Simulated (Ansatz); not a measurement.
Consider the following.

```
CELL_PARAMETERS angstrom
      4.99563     0.00000     0.00000
      0.00000     4.99563     0.00000
      2.49782    -2.49782     3.69585
ATOMIC_POSITIONS crystal
  Na 0.75000 0.75000 0.50000
  Na 0.25000 0.25000 0.50000
  Te 0.00000 0.00000 0.00000
```

No spin polarisation.

All numbers come from PBEsol/PAW in Ansatz (an electronic-structure program), without spin-orbit coupling. Γ-centred 8×8×8 mesh, Fermi–Dirac width 0.05 eV.

Problem. Predict the band gap, gap character, pressure and electron mass.

Solution. 
* **Band gap**: 2.06 eV
* **Gap character**: direct at Γ
* **Pressure (mean of the normal stresses, compression positive)**: 0.66 GPa
* **Electron mass**: 0.21 mₑ (at Γ)

With Te present, leaving out spin-orbit coupling can change the band edges. The cells carry an imposed strain or load. Masses are band curvatures over ±0.01 Å⁻¹ around the edge. No phonon test of stability was made. The cell was made from Na₂Te in the anti-fluorite structure (space group Fm-3m, No. 225) by this change: biaxial strain −2.50 %, plane normal [001], relaxed out of plane.
